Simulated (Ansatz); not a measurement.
Start from Cu (space group P6_3/mmc, No. 194; a = 2.5181 Å, c = 8.2460 Å; a cell from a computed database, its experimental status unchecked; relaxed with 0.1 eV smearing).

All numbers come from Kohn–Sham DFT with the PBEsol functional, run in Ansatz (an electronic-structure program) with PAW and 420 eV plane waves, spin-orbit coupling left out.

For the base:

| Quantity | Value |
|---|---|
| Pressure | 0.0 GPa |
| Band gap | zero |

Modification: an isotropic linear strain of +0.78 %; the atoms relax in the strained cell.

How does this affect the pressure?

The pressure (mean of the normal stresses, compression positive) goes from zero to -3.7 GPa.

What does the calculation give for the band gap after the change?

The band gap stays zero.

Estimate the effect on the energy relative to the base.

The energy goes up by 3.1 meV/atom.

Whether these cells are dynamically stable was not tested. The final runs are not spin-polarised. This is not the structure that Cu has at room temperature and ambient pressure.
